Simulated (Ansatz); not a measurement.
**What isotropic strain −0.50 % does to ZrC**

The reference is ZrC in the rock salt structure (space group Fm-3m, No. 225; a = 4.709 Å; relaxed with 0.1 eV smearing).

Modification: an isotropic linear strain of −0.50 %, atoms relaxed at fixed cell.

Computed with PBE (Ansatz, a quantum-chemistry and plane-wave program, PAW, no spin-orbit coupling). Settings: 21×21×21 k-points, 0.1 eV Fermi–Dirac smearing.

The volume per atom falls by 0.19 Å³ to 12.86 Å³ and the space group stays Fm-3m (No. 225). The shortest interatomic distance falls by 0.0118 Å, from 2.354 Å to 2.343 Å and the energy grows by 2.1 meV/atom. The pressure goes from zero to 3.4 GPa and the band gap is still zero.

Stability against distortions was not tested. The final runs are not spin-polarised.
